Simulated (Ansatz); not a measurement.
Levels about the gap of amorphous silicon oxynitride (Si30O12N32) (74 atoms in a cell of 974 Å³, 2.53 g/cm³; zone centre alone, so wide bands show as single levels with stretches between that a denser mesh fills), at the geometry that PBE relaxed, where it gives 0.0 GPa on a denser mesh. The participation number counts the atoms over which a state spreads; weights are charges in smoothed Voronoi cells. The levels come from a single point, so bond lengths are those of that geometry. Method of the levels: PBE, scalar-relativistic without spin-orbit coupling (Ansatz, a quantum-chemistry and plane-wave program). Sampling: the zone centre alone; Fermi-Dirac width 0.02 eV; no spin polarisation. At PBE the levels at the filled edge of the gap are localised (band-tail or defect states), and the nearest spread-out levels lie 3.1 eV apart at the zone centre.

A CHGNet melt-quench gave the starting glass, which DFT then relaxed. O and N atoms were pushed apart under 1.9 Å during the dynamics, to hinder bonds among them. The hot cell started wider than the set density and was brought back towards it in steps. It is the lowest in DFT energy of 2 quenches. It is a model cell: composition and starting density were chosen by hand, and all elements were melted together. No dispersion term was used. Its density started from a set value of 2.44 and ended at 2.53 g/cm³. The quench (nominally 150 K/ps over its main leg) was far faster than any real one, so the model tends to hold more defects than a real film. Values belong to this one cell and scatter from quench to quench. The volume was free in the relaxation, at fixed shape. Stress components on the final sampling reach 6.0 GPa.

```json
[
 {"E - E(highest filled), eV": "-0.88", "filling": "filled", "participation number": "14.0", "largest on": "N, 3 neighbours", "weight N": "0.79", "weight Si": "0.10", "weight O": "0.11"},
 {"E - E(highest filled), eV": "-0.59", "filling": "filled", "participation number": "12.6", "largest on": "N, 2 neighbours", "weight N": "0.83", "weight Si": "0.11", "weight O": "0.06"},
 {"E - E(highest filled), eV": "-0.49", "filling": "filled", "participation number": "7.2", "largest on": "N, 2 neighbours", "weight N": "0.81", "weight Si": "0.12", "weight O": "0.07"},
 {"E - E(highest filled), eV": "-0.45", "filling": "filled", "participation number": "14.2", "largest on": "N, 2 neighbours", "weight N": "0.85", "weight Si": "0.10", "weight O": "0.05"},
 {"E - E(highest filled), eV": "-0.21", "filling": "filled", "participation number": "3.9", "largest on": "N, 2 neighbours", "weight N": "0.81", "weight Si": "0.13", "weight O": "0.07"},
 {"E - E(highest filled), eV": "-0.09", "filling": "filled", "participation number": "3.9", "largest on": "N, 2 neighbours", "weight N": "0.72", "weight Si": "0.10", "weight O": "0.18"},
 {"E - E(highest filled), eV": "0.00", "filling": "filled", "participation number": "3.2", "largest on": "N, 2 neighbours", "weight N": "0.83", "weight Si": "0.12", "weight O": "0.05"},
 {"E - E(highest filled), eV": "2.66", "filling": "empty", "participation number": "16.0", "largest on": "Si, 4 neighbours", "weight N": "0.30", "weight Si": "0.46", "weight O": "0.23"},
 {"E - E(highest filled), eV": "3.29", "filling": "empty", "participation number": "34.4", "largest on": "Si, 4 neighbours", "weight N": "0.36", "weight Si": "0.50", "weight O": "0.14"},
 {"E - E(highest filled), eV": "3.74", "filling": "empty", "participation number": "32.8", "largest on": "Si, 4 neighbours", "weight N": "0.37", "weight Si": "0.52", "weight O": "0.10"},
 {"E - E(highest filled), eV": "4.06", "filling": "empty", "participation number": "33.6", "largest on": "Si, 4 neighbours", "weight N": "0.43", "weight Si": "0.50", "weight O": "0.07"},
 {"E - E(highest filled), eV": "4.17", "filling": "empty", "participation number": "27.3", "largest on": "Si, 4 neighbours", "weight N": "0.34", "weight Si": "0.54", "weight O": "0.12"},
 {"E - E(highest filled), eV": "4.27", "filling": "empty", "participation number": "32.3", "largest on": "Si, 4 neighbours", "weight N": "0.36", "weight Si": "0.53", "weight O": "0.11"},
 {"E - E(highest filled), eV": "4.31", "filling": "empty", "participation number": "35.5", "largest on": "Si, 4 neighbours", "weight N": "0.38", "weight Si": "0.50", "weight O": "0.12"}
]
```

Most localised among these is the filled level at +0.00 eV, on a N atom, which has 2 neighbours (Si 1.61 Å, Si 1.62 Å).
